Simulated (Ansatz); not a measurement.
The reference is CoSn (space group P6/mmm, No. 191; a = 5.242 Å, c = 4.188 Å; non-magnetic). Axes: x lies along a and z along c of the hexagonal cell.

Computed with Ansatz (an electronic-structure program), r2SCAN, PAW, cutoff 500 eV, spin-orbit coupling left out.

Strains are applied to the cell and any free atomic positions relax; under biaxial strain the out-of-plane vector relaxes too.

One change was made to it. Results:

| quantity | base | after |
|---|---|---|
| volume per atom | 16.61 Å³ | 16.41 Å³ |
| pressure (mean of the normal stresses, compression positive) | 0.0 GPa | 1.8 GPa |

Question: Which of these changes matches the shifts?
(A) biaxial strain +0.76 %, plane normal [001], relaxed out of plane
(B) tensor shear ε_xy = −0.46 %
(C) biaxial strain +2.19 %, plane normal [001], relaxed out of plane
(D) biaxial strain −4.11 %, plane normal [001], relaxed out of plane
(E) biaxial strain −0.78 %, plane normal [001], relaxed out of plane

Answer: E, biaxial strain −0.78 %, plane normal [001], relaxed out of plane. For comparison, the pressure in the other runs: tensor shear ε_xy = −0.46 % gives 0.0 GPa; biaxial strain +0.76 %, plane normal [001], relaxed out of plane gives -1.6 GPa; biaxial strain +2.19 %, plane normal [001], relaxed out of plane gives -4.2 GPa; biaxial strain −4.11 %, plane normal [001], relaxed out of plane gives 11.0 GPa.

Without a gap, meshes like the base's 10×10×11 leave anisotropic stresses uncertain by several tenths of a GPa, and small strain energies with them. Stability against distortions was not tested. Starting moments died away, wholly or in part, for the base; another magnetic solution may exist. All final runs are without spin polarisation.
